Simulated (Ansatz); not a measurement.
Amorphous cells of F, O, Si: the gap between the highest filled and lowest empty level at the zone centre, by PBE and by a single point of HSE06 on the same geometry (PBE, scalar-relativistic without spin-orbit coupling (plane waves to 420 eV, PAW; Ansatz, an electronic-structure program); exact exchange cut at the cells' faces). The networks come from melt-quench runs on the CHGNet potential at compositions and starting densities chosen by hand, with anions pushed apart in the CHGNet dynamics, and DFT then relaxed them. The cells are small and were quenched far faster than real films, so single cells scatter. Defect or tail levels can set these gaps. The rows are the first to finish with both values and no moments.

```
cell                        PBE gap x (eV)  HSE06 gap y (eV)
--------------------------  --------------  ----------------
A (Si24O46F4, 2.19 g/cm3)             5.09              6.93
B (Si24O45F6, 2.21 g/cm3)             5.17          withheld
C (Si24O47F2, 2.21 g/cm3)             5.19              7.03
D (Si24O47F2, 2.31 g/cm3)             5.23              7.09
E (Si22O39F10, 1.90 g/cm3)            5.55              7.35
F (Si20O30F20, 1.96 g/cm3)            5.61              7.45
```

Fit a straight line through the 5 full rows and predict the withheld value for B (Si24O45F6, 2.21 g/cm3).

Means: x = 5.334, y = 7.170. Slope = Σ(Δx Δy) / Σ(Δx²) = 0.2032 / 0.2139 = 0.95; the r.m.s. residual is 0.017. Prediction: 7.170 + 0.95 × (5.17 − 5.334) = 7.01. The run gave 7.01, 0.00 below the line.
